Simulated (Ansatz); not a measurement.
A relaxation of the atoms of AlCr2C (P3m1, 8 atoms in the cell) with Ansatz (a quantum-chemistry and plane-wave program).

Method: LDA (PW92), default PAW files made with PBE (plane waves; Ansatz).

The change in words: one atom moved by 0.15 angstrom; relax: default → atoms; relax.f_tol: default → 0.001 eV/Å. Reference geometry:
```
CELL_PARAMETERS angstrom
      2.81663     0.00000     0.00000
     -1.40831     2.43927     0.00000
      0.00000     0.00000    12.56357
ATOMIC_POSITIONS crystal
  Al 0.66667 0.33333 0.25000
  Al 0.33333 0.66667 0.75000
  Cr 0.33333 0.66667 0.41494
  Cr 0.66667 0.33333 0.58506
  Cr 0.66667 0.33333 0.91494
  Cr 0.33333 0.66667 0.08506
  C  0.00000 0.00000 0.50000
  C  0.00000 0.00000 0.00000
```

Reference input (self-consistent single point, DFT, LDA (PW92), plane waves, default PAW files made with PBE): basis.ecutwfc = 420 eV; kpoints.mp_grid.grid = 13 13 3; hamiltonian.xc = lda; hamiltonian.pseudopotentials = {kind: paw} (the program's default PAW files); scf.occupations.method = gaussian; scf.occupations.width = 0.1 eV. This run's input differs from it in these lines:

```diff
@@ -7,3 +7,3 @@
   atoms:
-    - { symbol: Al, position_ang: [1.408314, 0.813089, 3.140891] }
+    - { symbol: Al, position_ang: [1.408314, 0.813089, 3.290888] }
     - { symbol: Al, position_ang: [-0.000001, 1.626179, 9.422674] }
@@ -28,2 +28,4 @@
     width: 0.1
+relax:
+  f_tol: 0.001
 output:
```

Output, abridged:

```
   [... SCF lines of the steps left out ...]
relax step   1: F+E_penalty+E_count = -14805.78730431 eV  Δ(F+E_penalty+E_count) = +0.000e0 eV  max|allowed force component| = 1.439e0 eV/Å  Δτ_max = 0.0000 Å  (8 SCF iters, dr2 threshold 1.00e-7 eV, accepted)
relax step   2: F+E_penalty+E_count = -14805.89130855 eV  Δ(F+E_penalty+E_count) = -1.040e-1 eV  max|allowed force component| = 5.498e-1 eV/Å  Δτ_max = 0.0995 Å  (7 SCF iters, dr2 threshold 1.00e-4 eV, accepted)
relax step   3: F+E_penalty+E_count = -14805.90670789 eV  Δ(F+E_penalty+E_count) = -1.540e-2 eV  max|allowed force component| = 1.651e-2 eV/Å  Δτ_max = 0.0338 Å  (6 SCF iters, dr2 threshold 1.89e-5 eV, accepted)
relax step   4: F+E_penalty+E_count = -14805.90671832 eV  Δ(F+E_penalty+E_count) = -1.042e-5 eV  max|allowed force component| = 1.410e-2 eV/Å  Δτ_max = 0.0000 Å  (7 SCF iters, accepted)
relax step   5: F+E_penalty+E_count = -14805.90672682 eV  Δ(F+E_penalty+E_count) = -8.500e-6 eV  max|allowed force component| = 1.848e-4 eV/Å  Δτ_max = 0.0008 Å  (6 SCF iters, dr2 threshold 1.24e-8 eV, accepted)
relax step   6: F+E_penalty+E_count = -14805.90672682 eV  Δ(F+E_penalty+E_count) = -7.532e-9 eV  max|allowed force component| = 1.348e-4 eV/Å  Δτ_max = 0.0000 Å  (7 SCF iters, accepted)
the relaxation is at rest under the 6 symmetry operations that the run kept from its start: a minimum is not shown …
Stability not checked: this state was not tested for a lower state beside it, because too few of the mixer's solves of this state at the end of the SCF gave a …
Free energy (F): -14805.906727 eV
Internal energy: -14805.875760 eV  (E = F + TS)
E sigma→0 (E₀):  -14805.891243 eV
Entropy (-TS):   -0.030967 eV (-3.871 meV/atom)
Fermi energy:    14.985352 eV
--- Forces (eV/Å), atoms counted from 1 ---
  atom   1  Al     0.00000000    -0.00000000     0.00003724
   [... lines left out ...]
    - { symbol: Cr, position: [0.6666666666666666, 0.33333333333333326, 0.9177128739755094] }
    - { symbol: Cr, position: [0.33333333333333337, 0.6666666666666665, 0.08527314883213924] }
    - { symbol: C, position: [-1.2439199803130082e-33, -1.1316916912619133e-33, 0.5014919940847098] }
    - { symbol: C, position: [4.470037683268665e-34, 9.73781148943885e-34, 0.0014933048738289395] }
```

The run converged.  The full log also holds: “iter 3 did not close the SCF: its close was put off for the readings that it lacked (scf_convergence_deferred on its scf_iter line)”. The full log also holds: “iter 4 did not close the SCF: its close was put off for the readings that it lacked (scf_convergence_deferred on its scf_iter line)”.

Summary of the result:
| Item | Value |
|---|---|
| Free energy E − TS (on the zero of these files) | -14805.9067 eV |
| Fermi level (on the code's own zero) | 14.99 eV |
| Pressure | -5.18 GPa |
| Relaxation steps | 6 |

The starting cell comes from a database of computed structures (which also holds hypothetical and non-ambient phases and stackings), without a prior relaxation at this level. Its lattice was rescaled by up to half a per cent. For this run, on top of that: one atom moved by 0.15 angstrom. Spin polarisation is off. The relaxation keeps the symmetry of its start, so its end need not be a minimum. Ansatz's pressure includes its estimate of the finite-basis (Pulay) stress.

Cost on one core of a shared machine: roughly 2 min.

Keys are those of Ansatz 0.2.
